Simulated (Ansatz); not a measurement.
Start from InAs in the zinc blende structure (space group F-43m, No. 216; a = 6.186 Å).

Level of theory: PBE/PAW in Ansatz (a program for electronic structure), no SOC.

Strains are applied to the cell and any free atomic positions relax.

One change was made to it. Results:

The pressure goes from zero to -0.7 GPa; the energy grows by 1.0 meV/atom.

Which of these changes matches the shifts?
(A) isotropic strain −1.00 %
(B) isotropic strain +0.50 %
(C) isotropic strain +1.50 %
(D) isotropic strain +3.00 %

B, isotropic strain +0.50 %. For comparison, the energy relative to the base in the other runs: isotropic strain +3.00 % gives +32 meV/atom; isotropic strain +1.50 % gives +8.5 meV/atom; isotropic strain −1.00 % gives +4.2 meV/atom.

A case with no gap was solved on a k-mesh chosen for an insulator, which is coarse for it. No phonon test of stability was made. The final runs are not spin-polarised.
